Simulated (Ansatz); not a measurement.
The starting structures come from a database of crystals and need not be the phases stable at ambient conditions.

 Where the default PAW files enter, the runs use the earlier of Ansatz's two default sets.

Tunnelling through a barrier is set by its complex band structure: the current falls as exp(−2κd) with the smallest κ.

Consider the following.

```
Cs2NaYF6
1.0
    6.50638     0.00000     0.00000
   -3.25319     5.63469     0.00000
    3.25319     1.87823     5.31244
Cs Na Y F
2 1 1 6
Direct
  0.50000   0.75000   0.75000
  0.50000   0.25000   0.25000
  0.00000   0.50000   0.50000
  0.00000   0.00000   0.00000
  0.47856   0.23928   0.76072
  0.52144   0.76072   0.23928
  0.00000   0.23928   0.76072
  0.00000   0.76072   0.23928
  0.00000   0.76072   0.76072
  0.00000   0.23928   0.23928
```

Space group of this cell: Fm-3m. The cell is taken as given; by PBEsol its mean pressure is -2.7 GPa.

Transport runs along the normal of the first two printed cell vectors, the (111) plane of the conventional cell.

The gap is the functional's own. No spin-orbit coupling. Mid-gap values are interpolated on the energy grid.

Problem. Compute, with PBEsol (Ansatz, an electronic-structure program), the band gap and the smallest decay constant κ at mid-gap.

Solution. Gap 6.71 eV on a 8×8×8 mesh; κ = 0.477 1/Å, at the zone centre.
